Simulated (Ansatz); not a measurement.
**Worked example: self-consistent single point of CaHg (P4mm, 2 atoms in the cell) in Ansatz (a first-principles code)**

Level of theory: PBEsol, default PAW files made with PBE (plane waves; Ansatz).

The input file:

Ansatz 0.2 input:
```yaml
# CaHg
crystal:
  lattice:
    - [3.773423, 0.000000, 0.000000]
    - [0.000000, 3.773423, 0.000000]
    - [0.000000, 0.000000, 3.773423]
  atoms:
    - { symbol: Ca, position: [0.000000, 0.000000, 0.013251] }
    - { symbol: Hg, position: [0.500000, 0.500000, 0.500000] }
basis:
  ecutwfc: 420.0
kpoints:
  mp_grid:
    grid: [9, 9, 9]
hamiltonian:
  xc: pbesol
  pseudopotentials:
    kind: paw
scf:
  occupations:
    method: gaussian
    width: 0.1
output:
  forces: true
  eigenvalues: true
  stress: true
```

Log, with long lists cut:

```
WARN ansatz: RAYON_NUM_THREADS=1 ignored (pool sized by the plan → 1); use --threads N
Pseudopotentials: kind: paw
Pseudopotential: Ca, paw, valence charge 10
Pseudopotential: Hg, paw, valence charge 20
Crystal: 2 atoms, lattice volume = 53.729 Å³
Basis set: ecut = 420 eV, 1021 PW (Γ), exchange–correlation on 54×54×54 points (8 copies of the dense FFT grid, shifted against one another)
Bands: 19, of which v1, the nominal top of the filled ones, is band 15 counted from 1 (14 counted from 0)
Symmetry: 8 space group operations
Space group: P4mm (ITA 99), of the structure as read, at distance tolerance 3.8e-5 Å
k-points: 75 of 729 (time reversal used)
PAW frozen core: Ca, regenerated for the run's functional, and the local potential with it
PAW frozen core: Hg, regenerated for the run's functional, and the local potential with it
Initial density: superposition of atomic densities (neutral atoms: chi_scale 0, normalization atom), corrected by the library's trained network
Initial wavefunctions: pseudopotential atomic-orbital guess
Eigensolver: davidson
Functional: x = pbesol(κ = 0.804, μ = 0.12345679012345678), c = pbesol(β = 0.046)
SCF iter   1: F=—  HF=-15462.969571 eV  |F-HF|=—  |Δ(HF+E_count)|=         —  Δρ=2.92e-3  dr2=5.23e-3  ethr=1.77e-3  ⟨swp⟩=5.9  Hψ=7105  notcnv=0
all-band conjugate gradients solve this SCF's bands
preconditioner: auto → Kerker (q_TF=auto, 2.476 Å⁻¹)
SCF iter   2: F=—  HF=-15462.968714 eV  |F-HF|=—  |Δ(HF+E_count)|=   8.57e-4  Δρ=1.51e-3  dr2=1.57e-3  ethr=1.74e-5  ⟨swp⟩=2.5  Hψ=2763  notcnv=0
SCF iter   3: F=—  HF=-15462.968098 eV  |F-HF|=—  |Δ(HF+E_count)|=   6.16e-4  Δρ=4.02e-4  dr2=1.02e-4  ethr=5.24e-6  ⟨swp⟩=2.0  Hψ=2233  notcnv=0
SCF iter   4: F=—  HF=-15462.968080 eV  |F-HF|=—  |Δ(HF+E_count)|=   1.71e-5  Δρ=1.49e-4  dr2=1.80e-5  ethr=3.40e-7  ⟨swp⟩=2.7  Hψ=2434  notcnv=0
SCF iter   5: F=—  HF=-15462.968079 eV  |F-HF|=—  |Δ(HF+E_count)|=   1.13e-6  Δρ=3.65e-5  dr2=1.17e-6  ethr=5.99e-8  ⟨swp⟩=2.3  Hψ=2079  notcnv=0
SCF iter   6: F=-15462.968079 eV  HF=-15462.968079 eV  |F-HF|=2.15e-8  |Δ(HF+E_count)|=   1.55e-7  Δρ=9.44e-6  dr2=6.52e-8  ethr=3.33e-10  ⟨swp⟩=3.7  Hψ=5991  notcnv=0
the search or the solves at the SCF's close seem to have found levels that the self-consistency loop had missed (the run counts 1) …
SCF 1 converged in 6 iterations: F = -15462.968079 eV  dr2 = 6.52e-8
SCF converged after 6 iterations
Free energy (F): -15462.968079 eV
Harris-Foulkes:  -15462.968079 eV  (|F-HF|=2.15e-8)
Internal energy: -15462.957992 eV  (E = F + TS)
E sigma→0 (E₀):  -15462.963036 eV
Entropy (-TS):   -0.010087 eV (-5.044 meV/atom)
Fermi energy:    10.743546 eV
--- Per-component energies (eV) ---
  E_band       = -590.229756
  E_kinetic    = 881.442700
  E_local      = -3676.374192  (includes V_loc(G=0)·N_el)
  E_nonlocal   = 138.691457
  E_hartree    = 1503.152303
  E_xc         = -355.228973
  E_vxc        = -432.607619  (∫ρ·V_xc dr)
  E_paw        = -10636.490131  (= ΣΔE_a)
  E_vpaw       = -507.683936  (= ΣTr[D̂ρ^β])
  E_aug_tail   = 0.000887  (compensation charges beyond the density's cutoff)
  E_ewald      = -3318.599489
  E_core_change = 0.447446  (= ΣΔE_core)
  E_smearing   = -0.010087  (= −TS)
  E_closure    = -0.000000  (closes the sum)
  Σ components = -15462.968079   (vs F -15462.968079, Δ=0.00e0)
--- Forces (eV/Å), atoms counted from 1 ---
  atom   1  Ca     0.00000000     0.00000000    -0.09132987
  atom   2  Hg    -0.00000000     0.00000000     0.09131788
  max |Σ_I F_I| component: 1.20e-5 eV/Å
--- Stress (GPa, compression-positive) ---
       -1.614451       0.000000      -0.000000
        0.000000      -1.614451       0.000000
       -0.000000       0.000000      -1.629181
  P = ⅓ Tr σ = -1.6194 GPa (-16.194 kbar)
  The stress holds the Pulay correction. Without it, at fixed plane waves, as pw.x and ABINIT print it: P = -1.6386 GPa
--- Band table (eV; the first three rows and the last of 75) ---
  k-point 0: bands = ["-104.6059", "-52.9636", "-52.9636", "-52.9632", "-30.4822", "-11.5297", "-11.5296", "-11.5296", "3.2789", "3.2801", "3.4240", "3.7536", "3.7548", "3.7548", "12.4540", "12.4638", "15.0390", "15.0390", "15.0923"]
  k-point 1: bands = ["-104.6059", "-52.9636", "-52.9636", "-52.9635", "-30.4812", "-11.5447", "-11.5286", "-11.5286", "3.2890", "3.3186", "3.5800", "3.7394", "3.7394", "3.7578", "12.1550", "12.4572", "14.2882", "14.2882", "14.5546"]
  k-point 2: bands = ["-104.6059", "-52.9640", "-52.9635", "-52.9635", "-30.4787", "-11.5826", "-11.5260", "-11.5260", "3.3149", "3.3977", "3.7008", "3.7008", "3.7685", "4.0594", "10.9890", "12.4398", "13.6621", "13.6621", "14.4549"]
  k-point 74: bands = ["-104.6059", "-52.9650", "-52.9650", "-52.9647", "-30.4590", "-11.6204", "-11.6204", "-11.6204", "3.4137", "3.4274", "3.4279", "4.0283", "4.0287", "8.2571", "10.1095", "10.1115", "10.7405", "15.0816", "15.0825"]
```

The run converged in 6 iterations.

The starting cell comes from a database of computed structures (which also holds hypothetical and non-ambient phases and stackings), without a prior relaxation at this level. Its lattice was rescaled by up to half a per cent. One atom was moved a little off its site on purpose. Spin-orbit coupling is off. Ansatz's pressure includes its estimate of the finite-basis (Pulay) stress.
